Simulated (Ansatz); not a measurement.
Start from Sb (space group R-3m, No. 166; a = 4.326 Å, c = 11.339 Å (hexagonal axes); layered; relaxed with 0.1 eV smearing). Axes: x lies along a and z along c of the hexagonal cell.

Computed with r2SCAN+rVV10 in Ansatz (plane waves to 500 eV, PAW, without spin-orbit coupling).

Now apply this change: the symmetric strain tensor [-0.0180 0.0050 0.0098; 0.0050 0.0007 -0.0117; 0.0098 -0.0117 0.0001], atoms relaxed at fixed cell.

**Question.** Predict the new largest internal atomic displacement, stress and energy relative to the base.

**Answer.** The largest internal atomic displacement amounts to 0.023 Å; the stress (xx, yy, zz, yz, xz, xy; compression positive) comes out as (1.2, 1.0, 0.5, 0.5, -0.6, 0.1) GPa; the energy goes up by 4.1 meV/atom.

Whether these cells are dynamically stable was not tested.

Ansatz is an electronic-structure program.
